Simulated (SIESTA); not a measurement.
A self-consistent single point of the (001) slab of Tl2Pd (cut from a parent of space group no. 15; 6 atoms in the cell) with SIESTA.

Method of the run: GGA PBEsol, numerical atomic orbitals DZP, PseudoDojo PBEsol standard norm-conserving potentials (rewritten from UPF to PSML) run with SIESTA.

```
CELL_PARAMETERS angstrom
      5.58512     0.00000     0.00000
     -4.12285     5.39030     0.00000
      0.00000     0.00000    16.96089
ATOMIC_POSITIONS crystal
  Pd 0.67882 0.83861 0.56542
  Pd 0.10086 0.05123 0.43458
  Tl 0.08151 0.70685 0.54355
  Tl 0.69817 0.18299 0.45644
  Tl 0.27613 0.30416 0.58729
  Tl 0.50355 0.58568 0.41271
```

Reference input (self-consistent single point, DFT, GGA PBEsol, numerical atomic orbitals DZP, PseudoDojo PBEsol standard norm-conserving potentials (rewritten from UPF to PSML)): XC.functional = GGA; XC.authors = PBEsol; potentials = PseudoDojo PBEsol standard; PAO.BasisSize = DZP; PAO.EnergyShift = 0.01 Ry; MeshCutoff = 350 Ry; kgrid.MonkhorstPack = 4 3 1; OccupationFunction = FD; ElectronicTemperature = 100 meV; MaxSCFIterations = 150; SCF.Mixer.Method = Broyden; SCF.Mixer.Weight = 0.1. This run's input differs from it in these lines:

```diff
@@ -32,4 +32,4 @@
 %block kgrid.MonkhorstPack
-    4   0   0  0.0
-    0   3   0  0.0
+   14   0   0  0.0
+    0  12   0  0.0
     0   0   1  0.0
```

Output (repeated stretches shortened):

```
        iscf     Eharris(eV)        E_KS(eV)     FreeEng(eV)     dDmax    Ef(eV) dHmax(eV)
   scf:    1   -13926.906895   -13934.149492   -13934.255681  0.957695 -3.712002  5.757830
   scf:    2   -13937.798709   -13936.173779   -13936.289407  0.045538 -3.715522  3.570113
   scf:    3   -13937.629144   -13937.338688   -13937.475475  0.079991 -3.739536  1.993853
   scf:    4   -13934.143262   -13936.445572   -13936.559351  0.123642 -4.093464  5.321388
   scf:    5   -13937.981880   -13937.662749   -13937.797730  0.059147 -3.948382  0.391026
   [... 3 lines left out ...]
   scf:    9   -13937.685169   -13937.687918   -13937.826077  0.002916 -3.909203  0.058119
   scf:   10   -13937.688553   -13937.688576   -13937.826040  0.001193 -3.910652  0.072773
   scf:   11   -13937.688087   -13937.688436   -13937.826278  0.000653 -3.905498  0.002882
   scf:   12   -13937.688458   -13937.688447   -13937.826279  0.000092 -3.905135  0.000772
SCF Convergence by DM+H criterion
max |DM_out - DM_in|         :     0.0000916456
max |H_out - H_in|      (eV) :     0.0007716530
SCF cycle converged after 12 iterations

Using DM_out to compute the final energy and forces

siesta: E_KS(eV) =           -13937.6884

siesta: E_KS - E_eggbox =    -13937.6884

siesta: Atomic forces (eV/Ang):
     1    0.095947   -0.178184   -0.492995
     2   -0.094899    0.178520    0.493028
     3    0.038642    0.236792    0.070865
     4   -0.038821   -0.236660   -0.070870
     5   -0.121276   -0.091593    0.314956
     6    0.121313    0.091468   -0.315173
   Tot    0.000907    0.000344   -0.000189
   Max    0.493028
   Res    0.228253    sqrt( Sum f_i^2 / 3N )
   Max    0.493028    constrained

   [... lines left out ...]
siesta: FreeEng =    -13937.826279
   [... lines left out ...]

siesta: Cell volume =        510.616409 Ang**3

siesta: Pressure (static):
siesta:                Solid            Molecule  Units
siesta:          -0.00007372         -0.00007221  Ry/Bohr**3
siesta:          -0.00676853         -0.00663037  eV/Ang**3
siesta:         -10.84438347        -10.62301630  kBar

siesta: Electric dipole (a.u.)  =    0.000000    0.000000    0.000021
siesta: Electric dipole (Debye) =    0.000000    0.000000    0.000052
```

The run converged in 12 iterations. Against the reference run the free energy rises by 4.2 meV/atom and the largest force goes from 0.571 to 0.533 eV/Å.

The starting cell comes from a database of computed structures (which also holds hypothetical and non-ambient phases and stackings), without a prior relaxation at this level. The slab is cut from that crystal, and its faces are unrelaxed. Its lattice was rescaled by up to half a per cent. Spin polarisation is off. Values carry the incompleteness of an atom-centred basis.

Cost on one core of a shared machine: roughly 40 s.
